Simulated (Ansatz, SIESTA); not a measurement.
## One structure in several programs: LiZn2CrO4 (P1, 8 atoms in the cell)

Self-consistent single point, at a second geometry (atoms moved at random). First geometry:

```yaml
crystal:
  lattice:
    - [-2.08728, 2.08728, 4.43677]
    - [2.08728, -2.08728, 4.43677]
    - [2.08728, 2.08728, -4.43677]
  atoms:
    - { symbol: Li, position: [0.00000, 0.00000, 0.00000] }
    - { symbol: Zn, position: [0.25000, 0.75000, 0.50000] }
    - { symbol: Zn, position: [0.75000, 0.25000, 0.50000] }
    - { symbol: Cr, position: [0.50000, 0.50000, 0.00000], spin: 3.0 }
    - { symbol: O, position: [0.00000, 0.50000, 0.50000] }
    - { symbol: O, position: [0.50000, 0.00000, 0.50000] }
    - { symbol: O, position: [0.27376, 0.27376, 0.00000] }
    - { symbol: O, position: [0.72624, 0.72624, 0.00000] }
```
(The spins are starting values, not results.)

Second geometry:
```
LiZn2CrO4
1.0
   -2.08728     2.08728     4.43677
    2.08728    -2.08728     4.43677
    2.08728     2.08728    -4.43677
Li Zn Cr O
1 2 1 4
Cartesian
  0.00348  -0.06808  -0.00179
  2.05959   0.00219   2.22739
  0.01716   2.08258   2.14632
 -0.06046  -0.02666   4.44571
  2.11338   0.04288   0.06165
  0.06920   2.08719   0.01489
 -0.06076  -0.00647   2.40256
  0.03296   0.06094   6.45035
```
Moments meant for the start (each program seeds them in its own way; μB, in the order of the atoms Li Zn Zn Cr O O O O): 0.0 0.0 0.0 3.0 0.0 0.0 0.0 0.0.

Shared settings, as Ansatz (an electronic-structure program) writes them: kpoints.mp_grid.grid = 5 5 5; scf.occupations.method = fermi_dirac; scf.occupations.width = 0.0007 Ry. Potentials and cutoffs stand in the table.

```json
[
 {"code": "Ansatz", "model": "PBEsol, PAW files made with PBE", "ΔF from the first geometry (meV/atom)": "13.5", "pressure (GPa)": "-8.14", "largest force (eV/Å)": "0.869", "size of the net moment (μB/atom)": "0.38", "cutoff": "default"},
 {"code": "SIESTA", "model": "GGA PBEsol, numerical atomic orbitals DZP, PseudoDojo PBEsol standard norm-conserving potentials (rewritten from UPF to PSML)", "ΔF from the first geometry (meV/atom)": "14.4", "pressure (GPa)": "-10.23", "largest force (eV/Å)": "0.804", "size of the net moment (μB/atom)": "0.38", "cutoff": "grid 350 Ry"}
]
```

Size of the force on each atom (eV/Å): Sizes of forces hide their directions.

```json
[
 {"code": "Ansatz", "Li1": "0.239", "Zn2": "0.202", "Zn3": "0.272", "Cr4": "0.519", "O5": "0.315", "O6": "0.389", "O7": "0.869", "O8": "0.698"},
 {"code": "SIESTA", "Li1": "0.250", "Zn2": "0.194", "Zn3": "0.290", "Cr4": "0.656", "O5": "0.330", "O6": "0.484", "O7": "0.804", "O8": "0.706"}
]
```

On Ansatz's run: with one magnetic atom in the cell only a parallel order is possible.

The spread over the programs that give each value: ΔF from the first geometry within 0.9 meV/atom; pressure within 2.09 GPa; largest force within 0.065 eV/Å; size of the net moment within 0.00 μB/atom.

SIESTA uses small atom-centred bases, whose incompleteness enters pressures, forces and empty levels differently from a plane-wave cutoff. Ansatz's pressure is given at a fixed set of plane waves, as the other plane-wave codes print theirs; with its correction for the finite basis it is -7.62 GPa (the shift of 0.52 GPa shows how far the cutoff is from converged).

The starting cell comes from a database of computed structures (which also holds hypothetical and non-ambient phases and stackings), without a prior relaxation at this level. For this run, on top of that: atoms moved at random.

Keys are those of Ansatz 0.2.
